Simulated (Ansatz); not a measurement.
Cells marked so need not be the phases stable at ambient conditions, and some may be hypothetical.

No gap correction and no spin-orbit coupling; mid-gap values are interpolated between computed energies.

A. K₂PdBr₄ (P4/mmm, not sure to be the ambient phase, 7 atoms a cell, 34.2 Å³ an atom), along the normal of (111)
B. LaMoN3 (R3c, not sure to be the ambient phase, 10 atoms a cell, 13.3 Å³ an atom, -8 GPa at this level), along the normal of (100)
C. CsPb₂Cl₅ (I4/mcm, not sure to be the ambient phase, 16 atoms a cell, 31.2 Å³ an atom), along the normal of (001)

Q: Rank these by mid-gap decay constant of the slowest evanescent state (highest first), as Ansatz (a program for electronic structure) with PBEsol gives it.

A: C (0.45 1/Å), A (0.38 1/Å), B (0.19 1/Å)
